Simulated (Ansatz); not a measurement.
An ideal cubic perovskite cell is held by its symmetry; such compounds can tilt or shift off centre at room temperature.

 Where the default PAW files enter, the runs use the earlier of Ansatz's two default sets.

Consider the following.

```yaml
crystal:
  lattice:
    - [5.94863, 0.00000, 0.00000]
    - [0.00000, 5.94863, 0.00000]
    - [0.00000, 0.00000, 5.94863]
  atoms:
    - { symbol: Cs, position: [0.00000, 0.00000, 0.00000] }
    - { symbol: Pb, position: [0.50000, 0.50000, 0.50000] }
    - { symbol: Br, position: [0.50000, 0.50000, 0.00000] }
    - { symbol: Br, position: [0.00000, 0.50000, 0.50000] }
    - { symbol: Br, position: [0.50000, 0.00000, 0.50000] }
```

Space group of this cell: Pm-3m, cubic perovskite. The cell is taken as given.

The numbers are results of r2SCAN (plane waves, PAW; Ansatz, a first-principles code), not measurements.

The current runs along the normal of the first two printed vectors; no spin-orbit coupling. Scaled by the factor s: all lengths (ions clamped). Meshes 6×6×6 and 6×6 across the current in all rows.

```csv
s,mean pressure (GPa),band gap (eV)
0.98,1.3,?
1.00,-0.1,2.07
1.02,-1.2,2.28
```

Take the slope of the band gap against ln s from the two given rows, extrapolate to s = 0.98, and say what the run there gives.

Slope = (2.28 − 2.07) / ln 1.02 = 10.6 eV. The line gives 2.07 + (10.6) × ln 0.98 = 1.86 eV. The run gives 1.81 eV, 0.05 eV under the line, 21 % of the predicted step.
